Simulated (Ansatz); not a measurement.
The reference is BP in the zinc blende structure (space group F-43m, No. 216; a = 4.536 Å).

Method: r2SCAN, PAW, 500 eV (Ansatz, a program for electronic structure; no spin-orbit coupling), earlier PAW set.

Base values:

* **Gap between the host's bands**: 1.41 eV
* **Gap character**: indirect, Γ → a point along ⟨100⟩, about 1.1 Å⁻¹ from Γ

One thing is altered: electron doping at 7.0×10^20 cm⁻³ (0.0163 per cell), with a uniform compensating background at fixed cell and a 300 K Fermi–Dirac width.

Problem. Predict the new Fermi level from band edge.

Solution. The Fermi level relative to the doped band's edge (positive inside the band; to 0.05 eV) is +0.20 eV.

Problem. Estimate the effect on the gap between the host's bands.

Solution. The gap between the host's bands stays essentially unchanged (1.41 eV against 1.40 eV).

Problem. Predict the new gap character.

Solution. The gap character is still indirect, Γ → a point along ⟨100⟩, about 1.1 Å⁻¹ from Γ.

Charged cell with a jellium background: band edges are those of the host's band count, energies are not comparable with the neutral cell, and many-body gap narrowing is missing. Whether these cells are dynamically stable was not tested.
